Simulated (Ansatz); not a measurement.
## Point defects in GaSb

The parent structure is a 16-atom supercell of GaSb in the zinc blende structure (space group F-43m, No. 216; a = 6.214 Å) at its relaxed geometry.

One neutral defect a cell, atoms relaxed at fixed cell.

Method: plane-wave PAW DFT at the PBE level (Ansatz, a program for electronic structure, 420 eV), no spin-orbit coupling.

| case | pressure | largest displacement of a host atom from its site in the perfect cell |
|---|---|---|
| perfect supercell | 0.0 GPa | – |
| Zn on a Ga site, symmetric start | -0.3 GPa | 0.05 Å |
| Ga on a Sb site (antisite), symmetric start | -0.8 GPa | 0.13 Å |
| B on a Sb site | ? | ? |
| Ga vacancy | -1.7 GPa | 0.18 Å |

**Question.** Some entries are withheld; estimate them.

**Answer.** 
- B on a Sb site, pressure: -3.5 GPa
- B on a Sb site, largest displacement of a host atom from its site in the perfect cell: 0.48 Å

In so small a cell the defect repeats every few ångströms: this is an ordered compound, not a dilute defect. Defects with a symmetric start kept the site's symmetry and may sit on a saddle; the others started slightly shaken. All final runs are without spin polarisation.
